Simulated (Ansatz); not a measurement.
Start from ZnS in the wurtzite structure (space group P6_3mc, No. 186; a = 3.782 Å, c = 6.208 Å). Axes: x lies along a and z along c of the hexagonal cell.

Computed with PBEsol (Ansatz, a quantum-chemistry and plane-wave program, PAW, spin-orbit coupling left out).

For the base:

| Item | Value |
|---|---|
| Valence-band top at Γ | 0.00, 0.00, -0.09 eV |
| Gap character | direct at Γ |
| Band gap | 2.15 eV |

Perturbation: uniaxial strain ε_zz = +3.00 %, all other strain components held at zero; the atoms relax in the strained cell.

Task: How does this affect the valence-band top at Γ?

Result: The valence-band top at Γ (three highest levels, from the VBM) changes from 0.00, 0.00, -0.09 eV to 0.00, 0.00, -0.24 eV.

Task: What does the calculation give for the stress after the change?

Result: The stress (xx, yy, zz, yz, xz, xy; compression positive) is (-1.21, -1.21, -4.26, 0.00, 0.00, 0.00) GPa.

Task: What does the calculation give for the largest internal atomic displacement after the change?

Result: The largest internal atomic displacement comes out as 0.014 Å.

Task: How does this affect the gap character?

Result: The gap character stays direct at Γ.

Task: What does the calculation give for the band gap after the change?

Result: The band gap shrinks by 0.23 eV (2.15 eV → 1.92 eV).

Gaps are Kohn–Sham eigenvalue differences; semilocal functionals usually give less than the measured gap. Whether these cells are dynamically stable was not tested.
